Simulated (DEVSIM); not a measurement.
Structure: TaN/La2O3/p-GaAs capacitor, at 400 K.

Layer 1 from the left is La2O3, thickness (nm) 16.0. Layer 2 from the left is GaAs, thickness (nm) 2900, Na (cm⁻³) 4.8e16.

Metal gate on the left, work function 4.4 eV. Fixed charge at the semiconductor interface -6.1e10 cm⁻² (in units of +e); no interface traps.

Constants are typed, rounded textbook-type inputs, not results; the design itself was drawn at random and stands for no fabricated device. Values at 300 K; Nc and Nv go as T^1.5, mobilities as T to minus their exponent, the gap by Varshni's rule with the affinity fixed.

La2O3: gap (eV) 5.8, affinity (eV) 1.8, permittivity 27. GaAs: gap (eV) 1.424, affinity (eV) 4.07, permittivity 12.9, Nc (cm⁻³) 4.7e17, Nv (cm⁻³) 9e18, Varshni α (eV/K) 0.000541, Varshni β (K) 204.

### Question
Estimate by hand the flat-band voltage, the threshold voltage, and compare with a numerical solution.

### Answer

- Flat-band voltage: C = 1.49 μF/cm², work-function difference -0.852 V; VFB = φms − qNf/C = -0.85 V; numerical -0.85 V.
- Threshold voltage: φF = 0.544 V, depletion charge √(4εqNφF) = 1.38e-7 C/cm²; VT = VFB + 2φF + Qd/C = 0.34 V; numerical 0.34 V.

Model (solved in DEVSIM): 1D Poisson equation in equilibrium, Boltzmann statistics, complete ionisation; no quantum confinement or tunnelling. Metal contacts follow the ideal Schottky-Mott rule: no Fermi-level pinning, no interface dipoles.
